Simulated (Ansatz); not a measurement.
Ansatz (an electronic-structure program) run on Ta3Re (I4mm, 4 atoms in the cell): self-consistent single point.

Method: PBEsol, default PAW files made with PBE (plane waves; Ansatz).

```
CELL_PARAMETERS angstrom
      0.00000     3.25370     3.25370
      3.25370     0.00000     3.25370
      3.25370     3.25370     0.00000
ATOMIC_POSITIONS crystal
  Ta 0.25000 0.25000 0.25000
  Ta 0.75000 0.75000 0.75000
  Ta 0.50768 0.50768 0.49232
  Re 0.00000 0.00000 0.00000
```

Reference input (self-consistent single point, DFT, PBEsol, plane waves, default PAW files made with PBE): basis.ecutwfc = 30.9 Ry; kpoints.mp_grid.grid = 7 7 7; hamiltonian.xc = pbesol; hamiltonian.pseudopotentials = {kind: paw} (the program's default PAW files); scf.occupations.method = fermi_dirac; scf.occupations.width = 0.0073 Ry. This run's input differs from it in these lines:

Ansatz 0.2 input:
```diff
@@ -11,3 +11,3 @@
 basis:
-  ecutwfc: 30.9 Ry
+  ecutwfc: 16.9 Ry
 kpoints:
```

Log, with long lists cut:

```
SCF iter   1: F=—  HF=-40154.499676 eV  |F-HF|=—  |Δ(HF+E_count)|=         —  Δρ=3.29e-2  dr2=7.09e-1  ethr=1.77e-3  ⟨swp⟩=3.6  Hψ=4127  notcnv=0
all-band conjugate gradients solve this SCF's bands
preconditioner: auto → Kerker (q_TF=auto, 2.620 Å⁻¹)
SCF iter   2: F=—  HF=-40154.384893 eV  |F-HF|=—  |Δ(HF+E_count)|=   1.15e-1  Δρ=1.72e-2  dr2=1.73e-1  ethr=1.31e-3  ⟨swp⟩=2.0  Hψ=1786  notcnv=0
SCF iter   3: F=—  HF=-40154.345445 eV  |F-HF|=—  |Δ(HF+E_count)|=   3.94e-2  Δρ=1.42e-3  dr2=9.59e-4  ethr=3.20e-4  ⟨swp⟩=2.0  Hψ=2625  notcnv=0
SCF iter   4: F=—  HF=-40154.345385 eV  |F-HF|=—  |Δ(HF+E_count)|=   6.04e-5  Δρ=1.83e-4  dr2=3.01e-5  ethr=1.78e-6  ⟨swp⟩=2.0  Hψ=2371  notcnv=0
SCF iter   5: F=—  HF=-40154.345315 eV  |F-HF|=—  |Δ(HF+E_count)|=   6.94e-5  Δρ=3.28e-5  dr2=8.03e-7  ethr=5.57e-8  ⟨swp⟩=1.9  Hψ=1451  notcnv=0
SCF iter   6: F=-40154.345315 eV  HF=-40154.345315 eV  |F-HF|=6.61e-9  |Δ(HF+E_count)|=   1.00e-7  Δρ=4.68e-6  dr2=1.34e-8  ethr=1.85e-10  ⟨swp⟩=5.2  Hψ=4388  notcnv=0
SCF 1 converged in 6 iterations: F = -40154.345315 eV  dr2 = 1.34e-8
Free energy (F): -40154.345315 eV
Internal energy: -40154.248770 eV  (E = F + TS)
E sigma→0 (E₀):  -40154.297043 eV
Entropy (-TS):   -0.096545 eV (-24.136 meV/atom)
Fermi energy:    19.653813 eV
--- Forces (eV/Å), atoms counted from 1 ---
  atom   1  Ta    -0.00000000    -0.00000000     0.29101356
  atom   2  Ta     0.00000000     0.00000000     0.29101356
  atom   3  Ta     0.00000000     0.00000000    -0.73230072
  atom   4  Re     0.00000000     0.00000000     0.15026866
--- Stress (GPa, compression-positive) ---
       -6.962304       0.000000      -0.000000
        0.000000      -6.962304       0.000000
       -0.000000       0.000000      -6.963992
  P = ⅓ Tr σ = -6.9629 GPa (-69.629 kbar)
  The stress holds the Pulay correction. Without it, at fixed plane waves, as pw.x and ABINIT print it: P = -53.1646 GPa
```

The run converged in 6 iterations. Against the reference run the free energy rises by 812 meV/atom, the pressure goes from -8.34 to -6.96 GPa and the largest force hardly changes (0.734 to 0.732 eV/Å).

The starting cell comes from a database of computed structures (which also holds hypothetical and non-ambient phases and stackings), without a prior relaxation at this level. Its lattice was rescaled by up to half a per cent. One atom was moved a little off its site on purpose. Spin polarisation is off. Ansatz's pressure includes its estimate of the finite-basis (Pulay) stress. Without the estimate this run gives -53.16 GPa. The cutoff lies below the one recommended for these files.
